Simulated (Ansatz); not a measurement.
**Worked example: self-consistent single point of TiGa3 (I4mm, 4 atoms in the cell) in Ansatz (a quantum-chemistry and plane-wave program)**

Method of the run: LDA (PW92), default PAW files made with PBE (plane waves; Ansatz).

The input file:

Ansatz 0.2 input:
```yaml
# TiGa3
crystal:
  lattice:
    - [-1.87478900, 1.87478900, 4.35533000]
    - [1.87478900, -1.87478900, 4.35533000]
    - [1.87478900, 1.87478900, -4.35533000]
  atoms:
    - { symbol: Ti, position_ang: [-0.00000000, 0.00000000, 0.04999919] }
    - { symbol: Ga, position_ang: [-0.00000000, 1.87478900, 2.17766500] }
    - { symbol: Ga, position_ang: [1.87478900, 0.00000000, 2.17766500] }
    - { symbol: Ga, position_ang: [0.00000000, 0.00000000, 4.35533000] }
basis:
  ecutwfc: 420.0
kpoints:
  mp_grid:
    grid: [10, 10, 10]
hamiltonian:
  xc: lda
  pseudopotentials:
    kind: paw
scf:
  occupations:
    method: gaussian
    width: 0.1
output:
  forces: true
  eigenvalues: true
  stress: true
```

The program printed (abridged):

```
WARN ansatz: RAYON_NUM_THREADS=1 ignored (pool sized by the plan → 1); use --threads N
Pseudopotentials: kind: paw
Pseudopotential: Ti, paw, valence charge 12
Pseudopotential: Ga, paw, valence charge 13
Crystal: 4 atoms, lattice volume = 61.233 Å³
Basis set: ecut = 420 eV, 1203 PW (Γ)
Bands: 31, of which v1, the nominal top of the filled ones, is band 26 counted from 1 (25 counted from 0)
Symmetry: 8 space group operations
Space group: I4mm (ITA 107), of the structure as read, at distance tolerance 3.9e-5 Å
k-points: 102 of 1000 (time reversal used)
PAW frozen core: Ti, regenerated for the run's functional, and the local potential with it
PAW frozen core: Ga, regenerated for the run's functional, and the local potential with it
Initial density: superposition of atomic densities (neutral atoms: chi_scale 0, normalization atom), corrected by the library's trained network
Initial wavefunctions: pseudopotential atomic-orbital guess
Eigensolver: davidson
Functional: x = slater, c = lda
SCF iter   1: F=—  HF=-13573.000795 eV  |F-HF|=—  |Δ(HF+E_count)|=         —  Δρ=8.51e-3  dr2=3.61e-2  ethr=1.77e-3  ⟨swp⟩=5.6  Hψ=12896  notcnv=0
all-band conjugate gradients solve this SCF's bands
preconditioner: auto → Kerker (q_TF=auto, 2.646 Å⁻¹)
SCF iter   2: F=—  HF=-13572.995569 eV  |F-HF|=—  |Δ(HF+E_count)|=   5.23e-3  Δρ=3.89e-3  dr2=9.26e-3  ethr=7.07e-5  ⟨swp⟩=3.0  Hψ=6160  notcnv=0  defer=10
SCF iter   3: F=—  HF=-13572.994444 eV  |F-HF|=—  |Δ(HF+E_count)|=   1.13e-3  Δρ=1.33e-3  dr2=4.34e-4  ethr=1.82e-5  ⟨swp⟩=2.9  Hψ=5170  notcnv=0  defer=10
SCF iter   4: F=—  HF=-13572.994163 eV  |F-HF|=—  |Δ(HF+E_count)|=   2.80e-4  Δρ=4.35e-4  dr2=1.08e-4  ethr=8.51e-7  ⟨swp⟩=2.0  Hψ=5133  notcnv=0  defer=10
SCF iter   5: F=—  HF=-13572.994140 eV  |F-HF|=—  |Δ(HF+E_count)|=   2.38e-5  Δρ=9.03e-5  dr2=6.08e-6  ethr=2.12e-7  ⟨swp⟩=2.7  Hψ=5425  notcnv=0  defer=10
SCF iter   6: F=—  HF=-13572.994137 eV  |F-HF|=—  |Δ(HF+E_count)|=   2.15e-6  Δρ=1.38e-5  dr2=1.45e-7  ethr=1.19e-8  ⟨swp⟩=2.1  Hψ=5161  notcnv=0  defer=11
SCF iter   7: F=-13572.994137 eV  HF=-13572.994137 eV  |F-HF|=1.55e-8  |Δ(HF+E_count)|=   1.77e-8  Δρ=4.39e-6  dr2=1.33e-8  ethr=1.96e-10  ⟨swp⟩=7.3  Hψ=12803  notcnv=0
SCF 1 converged in 7 iterations: F = -13572.994137 eV  dr2 = 1.33e-8
SCF converged after 7 iterations
Free energy (F): -13572.994137 eV
Harris-Foulkes:  -13572.994137 eV  (|F-HF|=1.55e-8)
Internal energy: -13572.987489 eV  (E = F + TS)
E sigma→0 (E₀):  -13572.990813 eV
Entropy (-TS):   -0.006649 eV (-1.662 meV/atom)
Fermi energy:    12.823860 eV
--- Per-component energies (eV) ---
  E_band       = -147.976587
  E_kinetic    = 625.218293
  E_local      = -5661.171231  (includes V_loc(G=0)·N_el)
  E_nonlocal   = 1287.802287
  E_hartree    = 2653.454419
  E_xc         = -307.430032
  E_vxc        = -302.865671  (∫ρ·V_xc dr)
  E_paw        = -6731.989358  (= ΣΔE_a)
  E_vpaw       = -1403.870327  (= ΣTr[D̂ρ^β])
  E_aug_tail   = -0.000309  (compensation charges beyond the density's cutoff)
  E_ewald      = -5444.382947
  E_core_change = 5.511390  (= ΣΔE_core)
  E_smearing   = -0.006649  (= −TS)
  E_closure    = 0.000000  (closes the sum)
  Σ components = -13572.994137   (vs F -13572.994137, Δ=0.00e0)
--- Forces (eV/Å), atoms counted from 1 ---
  atom   1  Ti    -0.00000000     0.00000000    -0.26865946
  atom   2  Ga     0.00000000     0.00000000     0.16532251
  atom   3  Ga    -0.00000000     0.00000000     0.16532251
  atom   4  Ga    -0.00000000    -0.00000000    -0.06197367
  max |Σ_I F_I| component: 1.19e-5 eV/Å
--- Stress (GPa, compression-positive) ---
       -4.480648       0.000000      -0.000000
        0.000000      -4.480648       0.000000
       -0.000000      -0.000000      -4.021704
  P = ⅓ Tr σ = -4.3277 GPa (-43.277 kbar)
  The stress holds the Pulay correction. Without it, at fixed plane waves, as pw.x and ABINIT print it: P = -4.3708 GPa
--- Band table (eV; the first three rows and the last of 102) ---
  k-point 0: bands = ["-43.2936", "-19.9148", "-19.9148", "-19.8417", "-2.3168", "-2.1823", "-2.1400", "-1.9986", "-1.9986", "-1.9480", "-1.9480", "-1.8841", "-1.8826", "-1.8781", "-1.7481", "-1.7181", "-1.7181", "-1.6987", "-1.5336", "1.3790", [...]
  k-point 1: bands = ["-43.2933", "-19.9188", "-19.9178", "-19.8412", "-2.2881", "-2.1561", "-2.1170", "-2.0134", "-1.9809", "-1.9512", "-1.9499", "-1.8754", "-1.8710", "-1.8686", "-1.7645", "-1.7412", "-1.7173", "-1.7149", "-1.5716", "1.6006", [...]
  k-point 2: bands = ["-43.2924", "-19.9282", "-19.9254", "-19.8399", "-2.2324", "-2.0887", "-2.0709", "-2.0164", "-1.9617", "-1.9580", "-1.9383", "-1.8637", "-1.8501", "-1.8337", "-1.8208", "-1.7957", "-1.7568", "-1.7463", "-1.6239", "2.2616", [...]
  k-point 101: bands = ["-43.2936", "-19.9149", "-19.9149", "-19.8451", "-2.3041", "-2.2495", "-2.1537", "-2.1537", "-2.0742", "-1.9962", "-1.8948", "-1.8648", "-1.7852", "-1.7852", "-1.7166", "-1.7166", "-1.7023", "-1.6477", "-1.5336", "2.9044", [...]
```

The run converged in 7 iterations.

The starting cell comes from a database of computed structures (which also holds hypothetical and non-ambient phases and stackings), without a prior relaxation at this level. Its lattice was rescaled by up to half a per cent. One atom was moved a little off its site on purpose. Spin polarisation is off. With a pressure of about -4 GPa the cell is away from its equilibrium volume at this level. Ansatz's pressure includes its estimate of the finite-basis (Pulay) stress.
